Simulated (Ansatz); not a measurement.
CaS: response to strain

Take CaS in the rock salt structure (space group Fm-3m, No. 225; a = 5.633 Å) as the base. Axes: x, y, z lie along the cube axes.

Strains are applied to the cell and any free atomic positions relax.

The values are results of PBEsol, PAW, 420 eV (Ansatz, a first-principles code; no spin-orbit coupling), not measurements.

Candidates:
(a) tensor shear ε_xy = +1.43 %
(b) tensor shear ε_xy = +0.86 %
(c) tensor shear ε_xy = +0.29 %
(d) tensor shear ε_xy = +0.57 %
(e) tensor shear ε_xy = +1.14 %

For the base:

| Item | Result |
|---|---|
| Smallest direct gap | 3.00 eV |

Problem. Order them by smallest direct gap, highest first.

Solution. (c) tensor shear ε_xy = +0.29 % (2.98 eV), (d) tensor shear ε_xy = +0.57 % (2.96 eV), (b) tensor shear ε_xy = +0.86 % (2.94 eV), (e) tensor shear ε_xy = +1.14 % (2.91 eV), (a) tensor shear ε_xy = +1.43 % (2.89 eV)

Whether these cells are dynamically stable was not tested.
